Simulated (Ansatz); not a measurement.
# Li₂O₂ (space group P6_3/mmc, No. 194; with O–O pairs, as in a peroxide)

```cif
data_Li4O4
_chemical_formula_sum 'Li4 O4'
_space_group_name_H-M_alt 'P63/mmc'
_space_group_IT_number 194
_space_group_name_Hall '-P 6c 2c'
_cell_length_a 3.12306
_cell_length_b 3.12306
_cell_length_c 7.56467
_cell_angle_alpha 90.000
_cell_angle_beta 90.000
_cell_angle_gamma 120.000
loop_
_atom_site_label
_atom_site_type_symbol
_atom_site_symmetry_multiplicity
_atom_site_Wyckoff_symbol
_atom_site_fract_x
_atom_site_fract_y
_atom_site_fract_z
_atom_site_occupancy
Li1 Li 2 a 0.00000 0.00000 0.00000 1
Li2 Li 2 c 0.33333 0.66667 0.25000 1
O1 O 4 f 0.66667 0.33333 0.14933 1
```

All numbers come from PBEsol/PAW in Ansatz (a program for electronic structure), scalar-relativistic without spin-orbit coupling. Settings: 12×12×5 k-points, 0.05 eV Fermi–Dirac smearing.

The volume per atom is 7.99 Å³, the density comes out as 2.38 g/cm³ and the band gap is 2.20 eV, indirect, Γ–M (20 % along) → Γ. The electron mass comes out as 0.42 mₑ along c, 2.1 mₑ across and the lowest conduction-band minima above the VBM is Γ 2.20 eV. The total energy comes out as -382.093 eV/atom (σ→0; compares only within this code and set-up).

Effective masses come from finite differences of ±0.01 Å⁻¹. Whether these cells are dynamically stable was not tested.
